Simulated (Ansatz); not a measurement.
System: BiTe (R-3m, No. 166, 2 atoms in the cell; start mp-1227339; a measured phase of this formula has another space group). Method: PBEsol in Ansatz (PAW).

The input as run:

Ansatz 0.2 input:
```yaml
crystal:
  lattice:
    - [2.3836968603, 1.3762278645, 3.1733564334]
    - [-2.3836968603, 1.3762278645, 3.1733564334]
    - [0.0, -2.7524562074, 3.1733562259]
  atoms:
    - { symbol: Bi, position: [0.5, 0.5, 0.5] }
    - { symbol: Te, position: [0.0, 0.0, 0.0] }
basis:
  ecutwfc: 520
  ecutrho_ratio: 4
  xc_grid: 2
kpoints:
  mp_grid: { grid: [14, 14, 14] }
hamiltonian:
  xc: pbesol
  dispersion: none
  pseudopotentials: { kind: paw }
scf:
  occupations: { method: fermi_dirac, width: 0.05 }
output:
  forces: true
  stress: true
  eigenvalues: true
relax:
  f_tol: 0.004
  escape_saddle: false
  max_steps: 80
  cell: { stress_tol: 0.02, fix: [volume] }
```

Excerpt of the program's output:

```
Relaxation: its limit of steps is 80 (relax.max_steps)
Crystal: 2 atoms, lattice volume = 62.461 Å³
Basis set: ecut = 520 eV, 1679 PW (Γ), exchange–correlation on 64×64×64 points (8 copies of the dense FFT grid, shifted against one another)
Bands: 20, of which v1, the nominal top of the filled ones, is band 16 counted from 1 (15 counted from 0)
Symmetry: 12 space group operations
Space group: R-3m (ITA 166), of the structure as read, at distance tolerance 4.0e-5 Å
k-points: 288 of 2744
Functional: x = pbesol(κ = 0.804, μ = 0.12345679012345678), c = pbesol(β = 0.046)
SCF iter   1: F=—  HF=-19143.698566 eV  |F-HF|=—  |Δ(HF+E_count)|=         —  Δρ=1.91e-3  dr2=2.99e-3
SCF iter   2: F=—  HF=-19143.695844 eV  |F-HF|=—  |Δ(HF+E_count)|=   2.72e-3  Δρ=1.24e-3  dr2=1.06e-3
  ...
SCF 1 converged in 7 iterations: F = -19143.695552 eV  dr2 = 6.15e-9
Crystal: 2 atoms, lattice volume = 62.461 Å³
Basis set: ecut = 520 eV, 1673 PW (Γ), exchange–correlation on 64×64×64 points (8 copies of the dense FFT grid, shifted against one another)
Initial density: handed on by an earlier stage of this run
SCF 2 converged in 4 iterations: F = -19143.696208 eV  dr2 = 4.50e-8
Crystal: 2 atoms, lattice volume = 62.461 Å³
SCF 3 converged in 5 iterations: F = -19143.696435 eV  dr2 = 1.89e-9
Crystal: 2 atoms, lattice volume = 62.461 Å³
SCF iter   6: F=—  HF=-19143.696437 eV  |F-HF|=—  |Δ(HF+E_count)|=  3.64e-12  Δρ=1.36e-7  dr2=5.40e-12
SCF iter   7: F=-19143.696437 eV  HF=-19143.696437 eV  |F-HF|=7.28e-12  |Δ(HF+E_count)|=  7.28e-12  Δρ=4.54e-8  dr2=5.69e-13
SCF 4 converged in 7 iterations: F = -19143.696437 eV  dr2 = 5.69e-13
SCF converged after 7 iterations
Free energy (F): -19143.696437 eV
Internal energy: -19143.686692 eV  (E = F + TS)
E sigma→0 (E₀):  -19143.691565 eV
Fermi energy:    10.851216 eV
--- Forces (eV/Å), atoms counted from 1 ---
  atom   1  Bi    -0.00000000     0.00000000     0.00000000
  atom   2  Te     0.00000000     0.00000000     0.00000000
--- Stress (GPa, compression-positive) ---
        0.938610       0.000000       0.000000
        0.000000       0.938610      -0.000000
        0.000000      -0.000000       0.950691
  P = ⅓ Tr σ = 0.9426 GPa (9.426 kbar)
```

The cell is one volume of an energy–volume scan, off the minimum.

The PAW data were made under PBE.

Note: the relaxation could not lower the start's symmetry, so the cell can be a saddle point above a distorted one.

Computing time: very roughly 100 core-seconds.

A start named mp-… is a Materials Project structure, which need not be a measured phase.

Ansatz is an electronic-structure program.
